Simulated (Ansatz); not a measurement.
Cells marked so need not be the phases stable at ambient conditions, and some may be hypothetical.

The gap is the functional's own, uncorrected, and κ follows it; spin-orbit coupling is left out. Mid-gap values are interpolated between the computed energies.

A. Cs2ZrF6 (P-3m1, not sure to be the ambient phase, 9 atoms a cell, 19.5 Å³ an atom), along the normal of (110)
B. K$_{4}$ZnP$_{2}$ (R-3m, not sure to be the ambient phase, 7 atoms a cell, 34.2 Å³ an atom), along the normal of (101)
C. MgGeAs₂ (I-42d, chalcopyrite, not sure to be the ambient phase, 8 atoms a cell, 24.6 Å³ an atom), along the normal of (110)

Problem. Put the candidates in order of mid-gap decay constant of the slowest evanescent state, lowest first, for r2SCAN (Ansatz, a program for electronic structure).

Solution. C (0.09 1/Å), B (0.20 1/Å), A (0.53 1/Å)
